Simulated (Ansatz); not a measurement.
Abridged Ansatz (a quantum-chemistry and plane-wave program) output:

```
Relaxation: its limit of steps is 50 (relax.max_steps)
Pseudopotential: Na, paw, valence charge 9
Crystal: 1 atoms, lattice volume = 36.074 Å³
Basis set: ecut = 420 eV, 683 PW (Γ), exchange–correlation on 60×60×50 points (8 copies of the dense FFT grid, shifted against one another)
Bands: 9, of which v1, the nominal top of the filled ones, is band 5 counted from 1 (4 counted from 0)
Symmetry: 16 space group operations
k-points: 834 of 10648
Functional: x = pbesol(κ = 0.804, μ = 0.12345679012345678), c = pbesol(β = 0.046)
SCF iter   1: F=—  HF=-1475.877509 eV  |F-HF|=—  |Δ(HF+E_count)|=         —  Δρ=1.70e-3  dr2=4.65e-4  ethr=1.77e-3  ⟨swp⟩=4.9  Hψ=47931  notcnv=0
SCF iter   2: F=—  HF=-1475.876980 eV  |F-HF|=—  |Δ(HF+E_count)|=   5.29e-4  Δρ=5.68e-4  dr2=7.52e-5  ethr=5.16e-6  ⟨swp⟩=2.3  Hψ=17653  notcnv=0
SCF 1 converged in 6 iterations: F = -1475.876969 eV  dr2 = 1.17e-8
relax step   1: F+E_penalty+E_count = -1475.87696887 eV  Δ(F+E_penalty+E_count) = +0.000e0 eV  max|allowed force component| = 0.000e0 eV/Å  Δτ_max = 0.0000 Å  P = +0.060 GPa  Ω = 36.074 Å³  fix = [a, b, gamma]  reactions: a +0.064, b +0.064 GPa  (6 SCF iters, dr2 threshold 1.00e-7 eV, accepted)
[... steps on the carried basis left out ...]
relax step   3: F+E_penalty+E_count = -1475.87700144 eV  Δ(F+E_penalty+E_count) = -2.664e-5 eV  max|allowed force component| = 0.000e0 eV/Å  Δτ_max = 0.0000 Å  P = +0.014 GPa  Ω = 36.282 Å³  energy of the carried Pulay correction = -1.494e-6 eV  fix = [a, b, gamma]  reactions: a +0.021, b +0.021 GPa  (4 SCF iters, dr2 threshold 5.49e-9 eV, accepted)
Crystal: 1 atoms, lattice volume = 36.282 Å³
SCF iter   1: F=—  HF=-1475.877274 eV  |F-HF|=—  |Δ(HF+E_count)|=         —  Δρ=2.26e-4  dr2=3.83e-7  ethr=3.69e-8  ⟨swp⟩=3.6  Hψ=69080  notcnv=0
SCF iter   2: F=—  HF=-1475.877074 eV  |F-HF|=—  |Δ(HF+E_count)|=   2.00e-4  Δρ=1.14e-4  dr2=9.82e-8  ethr=4.26e-9  ⟨swp⟩=1.8  Hψ=8544  notcnv=0
SCF 4 converged in 7 iterations: F = -1475.877002 eV  dr2 = 8.29e-15
SCF converged after 7 iterations
Free energy (F): -1475.877002 eV
Internal energy: -1475.861752 eV  (E = F + TS)
E sigma→0 (E₀):  -1475.869377 eV
Entropy (-TS):   -0.015250 eV (-15.250 meV/atom)
Fermi energy:    1.811407 eV
--- Forces (eV/Å), atoms counted from 1 ---
  atom   1  Na    -0.00000000     0.00000000     0.00000000
--- Stress (GPa, compression-positive) ---
        0.020753      -0.000000       0.000000
       -0.000000       0.020753      -0.000000
        0.000000      -0.000000       0.000860
  P = ⅓ Tr σ = 0.0141 GPa (0.141 kbar)
--- Relaxed structure (3 steps of the walk, 3 accepted, 1 SCFs on fresh bases) ---
  cell:  # Å, volume = 36.2818 Å³
    - [4.1526026097, 2.9653300163012214e-22, 4.962577743841268e-11]
    - [2.965329873868665e-22, 4.1526026097, -4.962577624656073e-11]
    - [2.0763013048248555, -2.0763013048248555, 2.1040138492708182]
  atoms:
    - { symbol: Na, position: [0.0, 0.0, 0.0] }
```

What was computed, and what are the main results?

Na, 1 atom in the cell, with plane-wave PAW DFT at the PBEsol level (Ansatz, 420 eV), scalar-relativistic without spin-orbit coupling. The last SCF converged to F = -1475.877002 eV, or -1475.8770 eV per atom, at a pressure of 0.01 GPa. The total energy compares only with runs of the same code, potentials and settings.

The cells carry an imposed strain or load. Whether these cells are dynamically stable was not tested. The cell was made from Na in the bcc (W type) structure (space group Im-3m, No. 229) by this change: biaxial strain −0.50 %, plane normal [001], relaxed out of plane.

Keys are those of Ansatz 0.2.
